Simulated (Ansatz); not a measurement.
N on the 1x1 (101) surface of tetragonal HfO2 (a metastable polymorph) (cut with top plane O), one in a 2x1 cell, energies for each (46.0 Å²). Energies are against ½ N2(g), without zero-point or thermal terms; each row is named by its start (#2, #3: further inequivalent places of a kind).

Host crystal: tetragonal HfO2, with a band gap (PBE, scalar-relativistic without spin-orbit coupling).

The numbers are results of PBE (plane waves to 420 eV, PAW; Ansatz, a first-principles code), not measurements.

Set-up: 37 atoms, 7.6 Å thick at the start under the adsorbate (thin: gaps and levels are the slab's own); mesh 3x3x1; 0.01 eV smearing; dipole correction on; 16 atoms held, the rest relaxed; each run with such symmetry as its start has; spin-polarised, no spin-orbit, no U, no dispersion correction.

A negative adsorption energy means that the adsorbate is more stable on the surface than in its reference. Starts that drift may end in the same place. Heights count from the host atoms within 0.3 Å of the top one.

```
starting site                                                                          E_ads (eV)  height (Å)  nearest host atom (Å)                     bonded to  change of the vacuum step (eV)  lateral drift (Å)  moment (μB)
-------------------------------------------------------------------------------------  ----------  ----------  ---------------------  ----------------------------  ------------------------------  -----------------  -----------
top O (the adsorbate paired with a surface O atom)                                           3.51        0.48                 O 1.39                        Hf + O                            0.80                0.8          1.0
top O #2 (the adsorbate paired with a surface O atom)                                        3.89        0.65                 O 1.40                      2 Hf + O                            0.08                0.8          1.0
top Hf                                                                                       5.19        1.95                Hf 2.63                            Hf                            0.05                0.2          3.0
over Hf at depth 1.0 Å                                                                       5.08        1.62                Hf 2.45                            Hf                            0.02                0.2          3.0
over O at depth 1.5 Å (the adsorbate is not bonded to the surface)                           5.24        2.15                 O 3.03  none within bonding distance                            0.06                0.1          3.0
hollow beside Hf                                                                             5.19        1.97                Hf 2.65                            Hf                            0.04                1.2          3.0
hollow Hf-Hf-O-O-O over O at depth 1.8 Å (the adsorbate is not bonded to the surface)        5.25        2.67                 O 3.21  none within bonding distance                            0.14                0.2          3.0
bridge Hf-O (span 2.0 Å)                                                                     5.19        1.95                Hf 2.62                            Hf                            0.03                0.9          3.0
bridge O-O (span 4.0 Å)                                                                      5.08        1.62                Hf 2.45                            Hf                            0.02                1.0          3.0
```
